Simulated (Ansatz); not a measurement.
**Habitual settings against a tight run: ZnInGaO₄ (R3m, 7 atoms in the cell)**

Self-consistent single point.

```yaml
crystal:
  lattice:
    - [1.68193, 0.97106, 8.87162]
    - [-1.68193, 0.97106, 8.87162]
    - [0.00000, -1.94213, 8.87162]
  atoms:
    - { symbol: In, position: [0.00000, 0.00000, 0.00000] }
    - { symbol: Ga, position: [0.78290, 0.78290, 0.78290] }
    - { symbol: Zn, position: [0.21710, 0.21710, 0.21710] }
    - { symbol: O, position: [0.87180, 0.87180, 0.87180] }
    - { symbol: O, position: [0.12820, 0.12820, 0.12820] }
    - { symbol: O, position: [0.70720, 0.70720, 0.70720] }
    - { symbol: O, position: [0.29280, 0.29280, 0.29280] }
```

Computed with PBE, PAW files (plane waves; Ansatz, a program for electronic structure).

Base settings: basis.ecutwfc = 420 eV; kpoints.mp_grid.grid = 8 8 8; hamiltonian.xc = pbe; hamiltonian.pseudopotentials = {kind: paw} (an earlier, softer set of the program's PAW files); scf.occupations.method = cold; scf.occupations.width = 0.272 eV.

Tight run (finer mesh or higher cutoff; not a proven limit): basis.ecutwfc: 420 eV → 590 eV; kpoints.mp_grid.grid: 8 8 8 → 11 11 11; scf.convergence.dr2_threshold: default (1e-07 eV) → 1e-09 eV. It gave Fermi level (on the code's own zero) 8.53 eV; pressure -2.28 GPa; largest force (vector length) 1.715 eV/Å.

Quick runs, as changes from the base:
- A: the base itself
- B: basis.ecutwfc: 420 eV → 250 eV; kpoints.mp_grid.grid: 8 8 8 → 1 1 1; scf.occupations.method: cold → methfessel_paxton; scf.occupations.width: 0.272 eV → 0.5 eV; scf.convergence.dr2_threshold: default (1e-07 eV) → 0.001 eV
- C: basis.ecutwfc: 420 eV → 210 eV; kpoints.mp_grid.grid: 8 8 8 → 4 4 4; hamiltonian.xc: pbe → lda; scf.occupations.method: cold → gaussian; scf.occupations.width: 0.272 eV → 0.2 eV [LDA (PW92)]
- D: basis.ecutwfc: 420 eV → 295 eV; scf.occupations.method: cold → fermi_dirac; scf.occupations.width: 0.272 eV → 0.136 eV; scf.convergence.dr2_threshold: default (1e-07 eV) → 0.001 eV
- E: basis.ecutwfc: 420 eV → 335 eV; kpoints.mp_grid.grid: 8 8 8 → 6 6 6
- F: basis.ecutwfc: 420 eV → 210 eV; kpoints.mp_grid.shift: default → 0.5 0.5 0.5; scf.convergence.dr2_threshold: default (1e-07 eV) → 0.0001 eV

Energies are extrapolated to zero smearing width, which holds to low order in the width alone.

Dashes: energy of C, another energy zero.

† marks runs with another functional, U, potentials or spin treatment: their distance from the tight run is not a convergence error alone.

The count of work is k-points × plane waves × bands × iterations; it is no time. 

Pressures in the table are Ansatz's without its Pulay estimate, at a fixed set of plane waves; the tight run's value above holds the estimate.

The starting cell was generated: these elements placed on a structure prototype, without a prior relaxation; it need not be a known phase or ordering of this composition. Its lattice was rescaled by a random factor within 2.5 % of one. In the base run, forces exceed 1 eV/Å. The run gives no clean gap (levels at the Fermi energy touch, overlap or are partly filled at this smearing), which alone does not show that the compound is a metal.

```csv
run,energy less tight (meV/atom),pressure less tight (GPa),largest miss in a force vector (eV/Å),count of work / tight
A,3.4,-0.36,0.005,0.21
B,3297.8,-50.06,2.808,0.00069
C†,–,-248.24,0.519,0.0092
D,258.9,-22.57,0.085,0.065
E,64.9,-6.58,0.036,0.045
F,4098.7,-231.83,0.389,0.034
```

Among the runs at the tight run's level, the energy misses run from 3.4 to 4098.7 meV/atom.

Keys are those of Ansatz 0.2.
